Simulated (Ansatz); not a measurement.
The parent structure is TiS₂ in the CdI2 type structure (space group P-3m1, No. 164; a = 3.360 Å, c = 5.523 Å; layered, stacked along the Cartesian z axis).

Computed with PBE-D3(BJ) in Ansatz (plane waves to 420 eV, PAW, no spin-orbit coupling), earlier PAW set.

Before the change:

- Shortest interatomic distance: 2.409 Å
- Gap character: absent

Modification: full substitution Ti → Zr, then cell and atoms are relaxed.

Problem. How does this affect the shortest interatomic distance?

Solution. The shortest interatomic distance increases by 0.148 Å to 2.557 Å.

Problem. How does this affect the gap character?

Solution. The gap character goes from absent to indirect, Γ → L.

Problem. Predict the new valence-band top at Γ.

Solution. The valence-band top at Γ (three highest levels, from the VBM) comes out as 0.00, -0.24, -0.24 eV.

Whether these cells are dynamically stable was not tested. All final runs are without spin polarisation. The zero or small gap of TiS2 can change with the level of theory.

Ansatz is a quantum-chemistry and plane-wave program.
